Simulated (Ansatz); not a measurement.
An Ansatz (a first-principles code) input (PBE (Ansatz, PAW, scalar-relativistic without spin-orbit coupling)):

Ansatz 0.2 input:
```yaml
crystal:
  lattice:
    - [-1.6660603342, 1.6660603342, 1.6660603342]
    - [1.6660603342, -1.6660603342, 1.6660603342]
    - [1.6660603342, 1.6660603342, -1.6660603342]
  atoms:
    - { symbol: Li, position: [0, 0, 0] }
basis: { ecutwfc: 420, ecutrho_ratio: 4, xc_grid: 2, fft_grid_basis: typed }
kpoints: { mp_grid: { grid: [27, 27, 27] } }
hamiltonian:
  xc: pbe
  dispersion: none
  pseudopotentials: { kind: paw }
scf: { occupations: { method: fermi_dirac, width: 0.1 }, convergence: { dr2_threshold: 0.0000000001 } }
relax: { f_tol: 0.005, max_steps: 50 }
output: { forces: true, stress: true }
checkpoint: { write: state.ck, write_every: 1000 }
```

Task: Which symmetry and how many k-points will the program report, and about how many plane waves at Γ?

Result: Space group Im-3m (ITA 229) with 48 operations, k-points 560 of 19683, and 369 plane waves at Γ.

Task: And the final pressure?

Result: 1.48 GPa (compression positive).

The cells carry an imposed strain or load. Stability against distortions was not tested. The cell was made from Li in the bcc (W type) structure (space group Im-3m, No. 229) by this change: isotropic strain −3.00 %.
